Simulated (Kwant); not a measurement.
System: wire with a row of barriers in a InAs two-dimensional gas. Effective mass 0.023 mₑ, grid spacing 2.7 nm, hard walls, nominal width 80 nm (29 grid rows, so walls 81 nm apart), one parabolic valley, scattering region 270 nm long along x; energies count from the band bottom; Fermi energy swept from 0.0020436 to 0.024268 eV. 4 barrier(s) across the wire, height 0.087 eV, thickness 10.8 nm (about 4 grid columns), spaced by 21.6 nm.

Constants are typed, rounded textbook-type inputs, not results; the design itself was drawn at random and stands for no fabricated device.

Kwant, effective-mass tight-binding model on a square grid, one spin, coherent transport at 0 K. Conductance is in e²/h.

### Question
How many channels do the leads carry at E = 15.9 meV?

### Answer
The hard-wall thresholds are n² ħ²π²/(2mW²) = n² × 2.49 meV with W = 81 nm. √(15.9/2.49) = 2.52, so 2.
